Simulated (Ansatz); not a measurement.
Candidates (primitive cells; geometry: cell and atoms relaxed with PBEsol):
A. KBr (Fm-3m), a = 4.6313 Å, b = 4.6313 Å, c = 4.6313 Å, α = 60.00°, β = 60.00°, γ = 60.00°
B. LiNbO3 (R3c), a = 5.479 Å, b = 5.479 Å, c = 5.479 Å, α = 55.88°, β = 55.88°, γ = 55.88°
C. LiCl (Fm-3m), a = 3.581 Å, b = 3.581 Å, c = 3.581 Å, α = 60.00°, β = 60.00°, γ = 60.00°
D. Cu2O (Pn-3m), a = b = c = 4.2227 Å, α = β = γ = 90.00°
E. SiC (F-43m), a = b = c = 3.081 Å, α = β = γ = 60.00°

Put the candidates in order of band gap, lowest first, for r2SCAN, rigid bands (Ansatz, a quantum-chemistry and plane-wave program).

D (0.83 eV), E (1.71 eV), B (3.95 eV), A (5.15 eV), C (7.47 eV)

Spin-orbit coupling is left out.
